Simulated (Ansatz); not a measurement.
For MgS (model structure, from the GeS type, Fm-3m, No. 225), LDA in Ansatz (plane waves, PAW) gives:

| Quantity | Value |
|---|---|
| lattice constant a | 5.129 Å |
| bulk modulus B0 | 83.4 GPa |
| cohesive energy | 4.36 eV/atom |
| band gap | 2.65 eV |

Problem. What does r²SCAN (plane waves, PAW; Ansatz, an electronic-structure program) give for the same quantities?

Solution. 
- lattice constant a: 5.203 Å (increases by 1.4 %)
- bulk modulus: 79.9 GPa (drops by 4.2 %)
- cohesive energy: 4.01 eV/atom (falls by 0.35 eV/atom)
- band gap: 3.46 eV (grows by 0.81 eV)

Changes are worked out from the printed values.

Unless a cell is named, each level is at its own relaxed cell (LDA 16.87, r²SCAN 17.61 Å³/atom).

Density-functional gaps are differences of (generalised) Kohn–Sham levels.

Caveats: the bulk modulus is −V dP/dV from two relaxed cells at ±2 % in volume (LDA, r²SCAN). Ansatz's density-functional and Hartree–Fock values are scalar-relativistic unless marked +SOC, with PAW data made under PBE.

A model structure was made by putting elements into a prototype or built by hand; it is no filed structure, need not be a known phase, and can be a saddle point held by its symmetry.
